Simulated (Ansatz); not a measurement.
Output of an Ansatz run (abridged):

```
WARN ansatz: RAYON_NUM_THREADS=1 ignored (pool sized by the plan → 1); use --threads N
Pseudopotentials: kind: paw
Pseudopotential: Nb, paw, valence charge 13
Pseudopotential: H, paw, valence charge 1
Crystal: 2 atoms, lattice volume = 20.191 Å³
Basis set: ecut = 420.4159175005146 eV, 379 PW (Γ)
Bands: 11, of which v1, the nominal top of the filled ones, is band 7 counted from 1 (6 counted from 0)
Symmetry: 16 space group operations
Space group: I4/mmm (ITA 139), of the structure as read, at distance tolerance 2.7e-5 Å
k-points: 244 of 2744
PAW frozen core: Nb, regenerated for the run's functional, and the local potential with it
Initial density: superposition of atomic densities (neutral atoms: chi_scale 0, normalization atom), corrected by the library's trained network
Initial wavefunctions: pseudopotential atomic-orbital guess
Eigensolver: davidson
Functional: x = slater, c = lda
SCF iter   1: F=—  HF=-4458.625915 eV  |F-HF|=—  |Δ(HF+E_count)|=         —  Δρ=9.40e-3  dr2=1.03e-2  ethr=1.77e-3  ⟨swp⟩=5.0  Hψ=14477  notcnv=0
all-band conjugate gradients solve this SCF's bands
preconditioner: auto → none
SCF iter   2: F=—  HF=-4458.623448 eV  |F-HF|=—  |Δ(HF+E_count)|=   2.47e-3  Δρ=5.15e-3  dr2=3.13e-3  ethr=7.35e-5  ⟨swp⟩=1.0  Hψ=4636  notcnv=0
SCF iter   3: F=—  HF=-4458.622388 eV  |F-HF|=—  |Δ(HF+E_count)|=   1.06e-3  Δρ=3.24e-4  dr2=8.81e-6  ethr=2.24e-5  ⟨swp⟩=2.1  Hψ=3033  notcnv=0
SCF iter   4: F=—  HF=-4458.622393 eV  |F-HF|=—  |Δ(HF+E_count)|=   4.58e-6  Δρ=7.77e-5  dr2=1.02e-6  ethr=6.30e-8  ⟨swp⟩=2.2  Hψ=4397  notcnv=0
iter 5 did not close the SCF: its close was put off for the readings that it lacked (scf_convergence_deferred on its scf_iter line)
SCF iter   5: F=-4458.622392 eV  HF=-4458.622392 eV  |F-HF|=1.98e-8  |Δ(HF+E_count)|=   3.64e-7  Δρ=2.12e-5  dr2=3.12e-8  ethr=7.25e-9  ⟨swp⟩=2.1  Hψ=3454  notcnv=0
SCF iter   6: F=-4458.622392 eV  HF=-4458.622392 eV  |F-HF|=4.25e-9  |Δ(HF+E_count)|=   1.03e-8  Δρ=5.41e-6  dr2=5.45e-9  ethr=2.23e-10  ⟨swp⟩=2.0  Hψ=9799  notcnv=0
SCF 1 converged in 6 iterations: F = -4458.622392 eV  dr2 = 5.45e-9
SCF converged after 6 iterations
Free energy (F): -4458.622392 eV
Harris-Foulkes:  -4458.622392 eV  (|F-HF|=4.25e-9)
Internal energy: -4458.586045 eV  (E = F + TS)
E sigma→0 (E₀):  -4458.604218 eV
Entropy (-TS):   -0.036348 eV (-18.174 meV/atom)
Fermi energy:    16.944526 eV
--- Per-component energies (eV) ---
  E_band       = -79.462766
  E_kinetic    = 408.880632
  E_local      = -722.816798  (includes V_loc(G=0)·N_el)
  E_nonlocal   = 125.362487
  E_hartree    = 222.591422
  E_xc         = -183.726539
  E_vxc        = -224.785427  (∫ρ·V_xc dr)
  E_paw        = -2965.482629  (= ΣΔE_a)
  E_vpaw       = -111.287502  (= ΣTr[D̂ρ^β])
  E_aug_tail   = -0.001126  (compensation charges beyond the density's cutoff)
  E_ewald      = -1343.819188
  E_core_change = 0.425694  (= ΣΔE_core)
  E_smearing   = -0.036348  (= −TS)
  E_closure    = 0.000000  (closes the sum)
  Σ components = -4458.622392   (vs F -4458.622392, Δ=0.00e0)
--- Forces (eV/Å), atoms counted from 1 ---
  atom   1  Nb    -0.00000000     0.00000000     0.00000000
  atom   2  H      0.00000000    -0.00000000     0.00000000
  max |Σ_I F_I| component: 7.36e-32 eV/Å
--- Stress (GPa, compression-positive) ---
       -8.275101       0.000000       0.000000
        0.000000      -8.275101      -0.000000
        0.000000      -0.000000      -8.465844
  P = ⅓ Tr σ = -8.3387 GPa (-83.387 kbar)
  The stress holds the Pulay correction. Without it, at fixed plane waves, as pw.x and ABINIT print it: P = -8.4345 GPa
--- Band table (eV; the first three rows and the last of 244) ---
  k-point 0: bands = ["-37.9993", "-13.6365", "-13.5815", "-13.5815", "7.3373", "16.2327", "16.2327", "17.6022", "17.8669", "18.7791", "27.0804"]
  k-point 1: bands = ["-37.9903", "-13.6563", "-13.6334", "-13.5902", "7.5155", "16.0548", "16.4056", "17.6632", "17.6824", "18.6522", "26.5666"]
  k-point 2: bands = ["-37.9650", "-13.7755", "-13.7115", "-13.6145", "7.9897", "15.5989", "16.9153", "16.9352", "17.9274", "18.6929", "26.1812"]
  k-point 243: bands = ["-37.7478", "-14.5380", "-14.0858", "-14.0858", "8.7623", "13.2434", "20.6846", "20.7431", "21.3473", "21.3473", "24.6826"]
```

The structure:

```
CELL_PARAMETERS angstrom
     -1.59893     1.59893     1.97438
      1.59893    -1.59893     1.97438
      1.59893     1.59893    -1.97438
ATOMIC_POSITIONS crystal
  Nb 0.00000 0.00000 0.00000
  H  0.50000 0.50000 0.00000
```

Reconstruct the input of this run.

Other spellings and defaults could give the same log, and not every line can be read from it. The input that was run (DFT, LDA (PW92), plane waves, default PAW files made with PBE):

Ansatz 0.2 input:
```yaml
crystal:
  lattice:
    - [-1.59893000, 1.59893000, 1.97437800]
    - [1.59893000, -1.59893000, 1.97437800]
    - [1.59893000, 1.59893000, -1.97437800]
  atoms:
    - { symbol: Nb, position_ang: [0.00000000, 0.00000000, 0.00000000] }
    - { symbol: H, position_ang: [0.00000000, 0.00000000, 1.97437800] }
basis:
  ecutwfc: 30.9 Ry
kpoints:
  mp_grid: { grid: [14, 14, 14] }
hamiltonian:
  xc: lda
  pseudopotentials: { kind: paw }
scf:
  occupations: { method: fermi_dirac, width: 0.0073 Ry }
output:
  forces: true
  eigenvalues: true
  stress: true
```

The starting cell comes from a database of computed structures (which also holds hypothetical and non-ambient phases and stackings), without a prior relaxation at this level. Its lattice was rescaled by up to half a per cent. Spin polarisation is off. With a pressure of about -8 GPa the cell is away from its equilibrium volume at this level. Ansatz's pressure includes its estimate of the finite-basis (Pulay) stress.

Ansatz is a quantum-chemistry and plane-wave program.
